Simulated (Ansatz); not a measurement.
Partial pair distribution functions of a relaxed model of amorphous In$_{9}$Ga$_{9}$Zn$_{9}$O$_{36}$H$_{4}$, broadened by 0.06 Å; density 5.76 g/cm³. Computed with PBE, scalar-relativistic without spin-orbit coupling (plane waves to 420 eV, PAW; Ansatz, a quantum-chemistry and plane-wave program). The usual formal charges leave 4 electrons over, so the level spacing at the Fermi energy parts defect or band states and needn't be the band gap.

The cell was made by melting and quenching with the CHGNet potential and then relaxed with DFT. O atoms were pushed apart under 1.9 Å during the dynamics, to hinder bonds among them. The hot cell started wider than the set density and was brought back towards it in steps. It is the lowest in DFT energy of 2 quenches. It is a model cell: composition and starting density were chosen by hand, and all elements were melted together. No dispersion term was used. Its density started from a set value of 5.76 and ended at 5.76 g/cm³. The quench (nominally 440 K/ps over its main leg) was far faster than any real one, so the model tends to hold more defects than a real film. Values belong to this one cell and scatter from quench to quench. The volume was held where the preparation left it and the shape relaxed, at a PBE pressure of 3.0 GPa. Stress components on the final sampling reach 3.2 GPa. On a 2×2×2 Γ-centred mesh force components of up to 0.31 eV/Å stay, since the relaxation ran on the zone centre alone.

```csv
r (Å),g In-O,g Ga-O,g In-In,g Ga-Ga
1.60,0.00,0.00,0.00,0.00
1.70,0.00,0.30,0.00,0.00
1.80,0.00,3.78,0.00,0.00
1.90,0.12,8.65,0.00,0.00
2.00,1.66,6.74,0.00,0.00
2.10,5.01,2.10,0.00,0.00
2.20,6.03,0.87,0.00,0.00
2.30,3.00,0.24,0.00,0.00
2.40,1.43,0.01,0.00,0.00
2.50,0.70,0.00,0.00,0.00
2.60,0.34,0.00,0.02,0.00
2.70,0.24,0.00,0.62,0.18
2.80,0.15,0.00,1.28,1.38
2.90,0.16,0.05,0.16,2.42
3.00,0.23,0.18,0.00,3.53
3.10,0.29,0.31,0.00,1.85
3.20,0.62,0.43,0.17,3.33
3.30,0.79,0.49,2.21,2.76
3.40,0.64,0.71,3.64,2.22
3.50,0.82,1.07,2.28,1.44
3.60,0.90,1.49,1.92,0.22
3.70,0.65,1.27,0.76,0.00
3.80,0.83,1.32,1.15,0.00
3.90,0.91,1.31,1.05,0.08
4.00,0.99,1.23,0.98,0.61
4.10,1.27,0.97,0.68,0.29
4.20,1.26,1.04,0.08,0.09
4.30,1.01,1.16,0.00,0.54
4.40,1.33,1.28,0.03,0.28
4.50,1.30,1.43,0.46,0.81
```

Within 2.80 Å each In has 5.11 O neighbours on average.
